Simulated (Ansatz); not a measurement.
Cost and result by functional for the surface energy of the (30-31) surface of hcp Ti in its 1x1 cell, outermost plane spacing 0.42 Å in the ideal cut, in Ansatz (plane waves, PAW). Single points on the PBE structure, on one kind of machine; costs are rough ratios of the slab run's core time (references not counted) to the cheapest single point. r2SCAN's cost holds its higher cutoff (500 against 420 eV). Differences are taken against r2SCAN for comparison alone: no measured value is at hand, so the table doesn't rank accuracy.

Model: 26-atom slab, 10.4 Å thick at the start (thin: gaps and levels are the slab's own), 13x3x1 mesh, Fermi-Dirac 0.1 eV, dipole correction, all atoms relaxed; held to the part of the start's symmetry that mesh and held atoms allow; no spin, no spin-orbit, no U. These notes are the PBE run's.

| functional | relative cost | surface energy (J/m²) | less r2SCAN (J/m²) |
|---|---|---|---|
| LDA | 1 | 2.25 | 0.02 |
| PBEsol | 1 | 2.20 | -0.03 |
| RPBE | 1 | 1.90 | -0.33 |
| r2SCAN | 2 | 2.23 | 0.00 |
| PBE (the relaxed run's value) | – | 2.03 | -0.20 |

The values span 0.35 J/m², while the single points' costs differ by a factor of roughly 2. Differences are of unrounded values.

Ansatz is a quantum-chemistry and plane-wave program.
